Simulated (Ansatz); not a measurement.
Results of r²SCAN in Ansatz (PAW) for B2O3 (model structure, started from the corundum type, R-3c, No. 167, 10 atoms in the cell).

Run with plane-wave cutoff 560 eV, 10×10×10 k mesh, Fermi–Dirac smearing 0.01 eV, scalar-relativistic PAW data made under PBE.

Cell (relaxed with PBEsol):

```cif
data_B4O6
_chemical_formula_sum 'B4 O6'
_space_group_name_H-M_alt 'P 1'
_space_group_IT_number 1
_cell_length_a 7.03607
_cell_length_b 7.03607
_cell_length_c 7.03607
_cell_angle_alpha 36.226
_cell_angle_beta 36.226
_cell_angle_gamma 36.226
loop_
_space_group_symop_operation_xyz
  'x, y, z'
loop_
_atom_site_label
_atom_site_type_symbol
_atom_site_fract_x
_atom_site_fract_y
_atom_site_fract_z
_atom_site_occupancy
B1 B 0.41603 0.41603 0.41603 1
B2 B 0.08397 0.08397 0.08397 1
B3 B 0.58397 0.58397 0.58397 1
B4 B 0.91603 0.91603 0.91603 1
O1 O 0.62830 0.87170 0.25000 1
O2 O 0.25000 0.62830 0.87170 1
O3 O 0.87170 0.25000 0.62830 1
O4 O 0.37170 0.12830 0.75000 1
O5 O 0.75000 0.37170 0.12830 1
O6 O 0.12830 0.75000 0.37170 1
```

Q: What does this level give for the band gap and smallest direct gap on the k points sampled?

A: 
* **band gap**: 5.69 eV (indirect)
* **smallest direct gap on the k points sampled**: 6.15 eV

Note: the relaxation could raise the start's symmetry but not lower it, so the cell can be a saddle point; cell and atoms aren't relaxed at this level (largest force component 0.15 eV/Å, pressure -1.9 GPa); the cell has widely spaced layers and the level no dispersion term, so their spacing and the moduli can rest on weak binding.

Static lattice: no zero-point or thermal effects.

A model structure was made by putting elements into a prototype or built by hand; it is no filed structure, need not be a known phase, and can be a saddle point held by its symmetry.

Ansatz is a quantum-chemistry and plane-wave program.
